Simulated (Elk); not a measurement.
Elk run on SnS (F-43m, 2 atoms in the cell): self-consistent single point.

Method of the run: LDA (PW92), all-electron FP-LAPW, Elk's shipped species files, default APW+lo basis (Elk).

```xyz
2
Lattice="0.0000 3.2651 3.2651 3.2651 0.0000 3.2651 3.2651 3.2651 0.0000" Properties=species:S:1:pos:R:3 pbc="T T T"
Sn     0.0000     0.0000     0.0000
S      4.8977     4.8977     4.8977
```

Reference input (self-consistent single point, DFT, PBEsol, all-electron FP-LAPW, Elk's shipped species files, default APW+lo basis): xctype = 22; stype = 0; swidth = 0.00367493 Ha; ngridk = 5 5 5; maxscl = 100. This run's input differs from it in these lines:…

```diff
@@ -2,5 +2,2 @@
   0
-
-xctype
-  22
```

Log, with long lists cut:

```
│ Self-consistent loop started │
│ Loop number : 1 │
 total energy                :     -6574.49970315
│ Loop number : 2 │
 total energy                :     -6574.51093871
RMS change in Kohn-Sham potential (target) :   0.1638417752     (  0.1000000000E-05)
Absolute change in total energy (target)   :   0.1123556762E-01 (  0.1000000000E-03)
│ Loop number : 3 │
 total energy                :     -6574.26683214
RMS change in Kohn-Sham potential (target) :   0.1193681606     (  0.1000000000E-05)
Absolute change in total energy (target)   :   0.2412976825     (  0.1000000000E-03)
│ Loop number : 4 │
   [... lines left out ...]
Absolute change in total energy (target)   :   0.1798690314E-02 (  0.1000000000E-03)
│ Loop number : 12 │
 total energy                :     -6571.77561212
RMS change in Kohn-Sham potential (target) :   0.1020469515E-04 (  0.1000000000E-05)
Absolute change in total energy (target)   :   0.4556505255E-03 (  0.1000000000E-03)
│ Loop number : 13 │
 total energy                :     -6571.77556232
RMS change in Kohn-Sham potential (target) :   0.5107100470E-06 (  0.1000000000E-05)
Absolute change in total energy (target)   :   0.6411330469E-04 (  0.1000000000E-03)
Convergence targets achieved

│ Loop number : 14 │

Energies :
 Fermi                       :     0.885427926834E-01
 total energy                :     -6571.77557083

Density of states at Fermi energy :    1.028774389
 (states/Hartree/unit cell)

Estimated indirect band gap :   0.1474747814E-01
 from k-point     14 to k-point     10
Estimated direct band gap   :   0.2809345859E-01
 at k-point     10

Charges :
 core                        :    40.00000000
 valence                     :    26.00000000
 interstitial                :    3.643283799
 muffin-tins (core leakage)
  species :    1 (Sn)
   atom    1                 :    47.94953309     (  0.6712616280E-04)
  species :    2 (S)
   atom    1                 :    14.40718311     (  0.7044898593E-04)
 total in muffin-tins        :    62.35671620
 total calculated charge     :    65.99311674
 total charge                :    66.00000000
 error                       :   0.6883260387E-02

│ Self-consistent loop stopped │
```

The run converged in 14 iterations. The count includes the last loop, which Elk runs after its targets are met. Against the reference run the gap on the mesh goes from 0.420 to 0.401 eV.

The starting cell comes from a database of computed structures (which also holds hypothetical and non-ambient phases and stackings), without a prior relaxation at this level. Values depend on the basis (sphere radii, cutoffs, local orbitals), which need not be converged.
